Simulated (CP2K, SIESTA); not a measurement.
A CP2K input for a self-consistent single point of RuAl (Pm-3m, 2 atoms in the cell) (DFT PBE, GPW, DZVP-MOLOPT-SR-GTH basis, GTH-PBE potentials (GTH_POTENTIALS)):

```
&GLOBAL
  PROJECT scf
  RUN_TYPE ENERGY_FORCE
  PRINT_LEVEL MEDIUM
&END GLOBAL
&FORCE_EVAL
  METHOD Quickstep
  STRESS_TENSOR ANALYTICAL
  &DFT
    BASIS_SET_FILE_NAME BASIS_MOLOPT
    POTENTIAL_FILE_NAME GTH_POTENTIALS
    &QS
      METHOD GPW
      EPS_DEFAULT 1E-10
    &END QS
    &MGRID
      CUTOFF 500
      REL_CUTOFF 40
      NGRIDS 5
    &END MGRID
    &SCF
      SCF_GUESS ATOMIC
      EPS_SCF 1E-7
      MAX_SCF 100
      ADDED_MOS 4
      &DIAGONALIZATION
        ALGORITHM STANDARD
      &END DIAGONALIZATION
      &MIXING
        METHOD BROYDEN_MIXING
        ALPHA 0.2
        NBUFFER 10
        BETA 1.5
      &END MIXING
      &SMEAR ON
        METHOD GAUSSIAN
        SIGMA [eV] 0.272
      &END SMEAR
    &END SCF
    &KPOINTS
      SCHEME MONKHORST-PACK 9 9 9
    &END KPOINTS
    &XC
      &XC_FUNCTIONAL PBE
      &END XC_FUNCTIONAL
    &END XC
    &PRINT
      &MO
        EIGENVALUES T
        OCCUPATION_NUMBERS T
        NDIGITS 8
        FILENAME mo
        &EACH
          QS_SCF 0
        &END EACH
        ADD_LAST NUMERIC
      &END MO
      &MULLIKEN ON
      &END MULLIKEN
    &END PRINT
  &END DFT
  &SUBSYS
    &CELL
      A 2.99149500 0.00000000 0.00000000
      B 0.00000000 2.99149500 0.00000000
      C 0.00000000 0.00000000 2.99149500
      PERIODIC XYZ
    &END CELL
    &COORD
      SCALED
      Al       0.50000000     0.50000000     0.50000000
      Ru       0.00000000     0.00000000     0.00000000
    &END COORD
    &KIND Al
      BASIS_SET DZVP-MOLOPT-SR-GTH-q3
      POTENTIAL GTH-PBE-q3
    &END KIND
    &KIND Ru
      BASIS_SET DZVP-MOLOPT-SR-GTH-q16
      POTENTIAL GTH-PBE-q16
    &END KIND
  &END SUBSYS
  &PRINT
    &FORCES ON
    &END FORCES
    &STRESS_TENSOR ON
    &END STRESS_TENSOR
  &END PRINT
&END FORCE_EVAL
```

Task: Translate this input to SIESTA.

Result: This is the input that was run; spellings and numerical settings could be chosen otherwise.

```
# files in the folder: Al.psml Ru.psml (PseudoDojo PBE standard)
SystemName  RuAl
SystemLabel rual

NumberOfAtoms                2
NumberOfSpecies              2
%block ChemicalSpeciesLabel
  1 13 Al
  2 44 Ru
%endblock ChemicalSpeciesLabel
LatticeConstant              1.0 Ang
%block LatticeVectors
     2.991495000    0.000000000    0.000000000
     0.000000000    2.991495000    0.000000000
     0.000000000    0.000000000    2.991495000
%endblock LatticeVectors
AtomicCoordinatesFormat      Fractional
%block AtomicCoordinatesAndAtomicSpecies
     0.500000000    0.500000000    0.500000000  1
     0.000000000    0.000000000    0.000000000  2
%endblock AtomicCoordinatesAndAtomicSpecies

XC.functional                GGA
XC.authors                   PBE
PAO.BasisSize                TZP
PAO.EnergyShift              0.01 Ry
MeshCutoff                   300 Ry
%block kgrid.MonkhorstPack
    9   0   0  0.0
    0   9   0  0.0
    0   0   9  0.0
%endblock kgrid.MonkhorstPack
OccupationFunction           MP
OccupationMPOrder            0
ElectronicTemperature        272.0 meV

MaxSCFIterations             150
SCF.Mixer.Method             Broyden
SCF.Mixer.Weight             0.1
SCF.Mixer.History            8
SCF.DM.Tolerance             1.0E-04
Diag.ParallelOverK           true
WriteForces                  true
```

Basis, cutoffs, solver keys and any potentials are the target program's own. This input uses DFT, GGA PBE, numerical atomic orbitals TZP, PseudoDojo PBE standard norm-conserving potentials (rewritten from UPF to PSML). Both were run: pressure 2.52 GPa in CP2K and 1.18 in SIESTA.

On CP2K: the starting cell has typed, rounded lattice constants, without a prior relaxation at this level. Its lattice was rescaled by a random factor within 2.5 % of one. Spin polarisation is off. Values carry the incompleteness of an atom-centred basis.

On SIESTA: the starting cell has typed, rounded lattice constants, without a prior relaxation at this level. Its lattice was rescaled by a random factor within 2.5 % of one. Spin polarisation is off. Values carry the incompleteness of an atom-centred basis.
